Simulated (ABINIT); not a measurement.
# Converging shifted k-point meshes: Ag (Fm-3m, 1 atom in the cell)

```
CELL_PARAMETERS angstrom
      0.00000     2.05523     2.05523
      2.05523     0.00000     2.05523
      2.05523     2.05523     0.00000
ATOMIC_POSITIONS crystal
  Ag 0.00000 0.00000 0.00000
```

Method of the run: PBE, norm-conserving pseudopotentials (PseudoDojo nc-sr-05 PBE standard) (plane waves; ABINIT).

Base settings: pseudos = [Ag.upf]; ecut = 1116 eV; ixc = 11; occopt = 3; tsmear = 0.00367493 Ha; ngkpt = 8 8 8; nshiftk = 1; shiftk = 0 0 0; potentials = PseudoDojo nc-sr-05 PBE standard; nband = 15.

In this ladder: shiftk = 0.5 0.5 0.5.

Only quantities that move along the ladder and can be compared are tabulated.

The count of work is k-points × plane waves × bands × iterations; it is no time. Core times come from one kind of shared machine, to one figure; runs under 30 s give none.

The starting cell has typed, rounded lattice constants, without a prior relaxation at this level. Its lattice was rescaled by up to half a per cent. In the base run, with a pressure of about 3 GPa the cell is away from its equilibrium volume at this level.

```csv
ngkpt,free energy less the last step's (meV/atom),pressure (GPa),count of work / last,core time / last (rough)
2 2 2,620.31,7.06,0.0015,–
3 3 3,20.24,3.09,0.0046,–
4 4 4,38.79,3.94,0.0067,–
6 6 6,5.90,2.71,0.021,–
8 8 8,-0.27,2.45,0.046,–
10 10 10,-2.39,2.44,0.085,0.08
12 12 12,-0.73,2.45,0.14,0.1
14 14 14,-0.16,2.47,0.19,0.2
16 16 16,0.03,2.47,0.27,0.4
20 20 20,0.08,2.48,0.52,0.4
24 24 24,0.00,2.48,1.0,1
```

Coarsest ngkpt that holds the free energy within 1 meV/atom of the last step, with all finer ones: 12 12 12, at 0.14 of the last step's count of work and about 0.1 of the last step's time; the step before is off by 2.4 meV/atom.

Coarsest ngkpt that holds the pressure within 0.5 GPa of the last step, with all finer ones: 6 6 6, at 0.021 of the last step's count of work; the step before is off by 1.5 GPa.
